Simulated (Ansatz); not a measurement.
Ni on the (0001) surface of wurtzite GaN (2x2 Ga adatom at T4; a constructed slab, bottom: 3 H on 4 bottom sites), one in a cell of 36 Å², energies for each. Energies are against an atom of fcc Ni, ferromagnetic, without zero-point or thermal terms; each row is named by its start (#2, #3: further inequivalent places of a kind).

Host crystal: wurtzite GaN, with a band gap (PBE, scalar-relativistic without spin-orbit coupling).

Level of theory: PBE (plane waves to 420 eV, PAW; Ansatz, a program for electronic structure).

Set-up: 45 atoms, 13.9 Å thick at the start with caps and adatoms under the adsorbate (thin: gaps and levels are the slab's own); mesh 4x4x1; 0.01 eV smearing; dipole correction on; 23 atoms held, the rest relaxed; each run with such symmetry as its start has; spin-polarised, no spin-orbit, no U, no dispersion correction.

A negative adsorption energy means that the adsorbate is more stable on the surface than in its reference. Starts that drift may end in the same place. Heights count from the host atoms within 0.3 Å of the top one. Moments of ungapped slabs depend on the mesh.

```json
[
 {"starting site": "top Ga", "E_ads (eV)": "1.32", "height (Å)": "0.33", "nearest host atom (Å)": "Ga 2.28", "bonded to": "2 Ga", "change of the vacuum step (eV)": "-0.49", "lateral drift (Å)": "2.0", "moment (μB)": "0.1"},
 {"starting site": "over Ga at depth 1.7 Å", "E_ads (eV)": "1.32", "height (Å)": "0.33", "nearest host atom (Å)": "Ga 2.28", "bonded to": "2 Ga", "change of the vacuum step (eV)": "-0.49", "lateral drift (Å)": "0.2", "moment (μB)": "0.1"},
 {"starting site": "over Ga at depth 1.7 Å #2", "E_ads (eV)": "0.86", "height (Å)": "-0.20", "nearest host atom (Å)": "Ga 2.32", "bonded to": "4 Ga", "change of the vacuum step (eV)": "-0.64", "lateral drift (Å)": "1.9", "moment (μB)": "0.0"},
 {"starting site": "hollow Ga-Ga-Ga", "E_ads (eV)": "1.41", "height (Å)": "-0.24", "nearest host atom (Å)": "Ga 2.44", "bonded to": "3 Ga", "change of the vacuum step (eV)": "-0.42", "lateral drift (Å)": "0.0", "moment (μB)": "0.1"},
 {"starting site": "hollow Ga-Ga-Ga over Ga at depth 2.1 Å", "E_ads (eV)": "1.26", "height (Å)": "-0.24", "nearest host atom (Å)": "Ga 2.45", "bonded to": "3 Ga", "change of the vacuum step (eV)": "-0.42", "lateral drift (Å)": "1.8", "moment (μB)": "0.5"}
]
```
